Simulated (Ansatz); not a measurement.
Base system: Ge in the diamond structure (space group Fd-3m, No. 227).

```xyz
2
Lattice="0.0000 2.8372 2.8372 2.8372 0.0000 2.8372 2.8372 2.8372 0.0000" Properties=species:S:1:pos:R:3 pbc="T T T"
Ge     2.8372     2.8372     2.8372
Ge     4.2558     4.2558     4.2558
```

Levels (all Ansatz, a first-principles code, PAW): r2SCAN (500 eV, spin-orbit coupling left out); HSE06 (420 eV, no spin-orbit coupling).

Its gap is 0.36 eV with r2SCAN and 0.77 eV with HSE06.

Modification: Si replaces 62.5 % of the Ge, ordered in a cell of 8 atoms (starting symmetry Cm) and fully relaxed.

With r2SCAN the gap becomes 0.76 eV.

If the HSE06 correction stayed the same, what would the HSE06 gap be, and what does the HSE06 run give?

A rigid correction of +0.41 eV gives 1.17 eV. The HSE06 run gives 1.10 eV, so the correction itself changes by -0.07 eV.

Single points use the geometry relaxed with r2SCAN. HSE06 was sampled on its mesh, a few special points and the semilocal edge points, so its gap is an upper bound. Each cell is one ordered arrangement of few atoms, which overstates ordering effects compared with a random alloy. Whether these cells are dynamically stable was not tested.
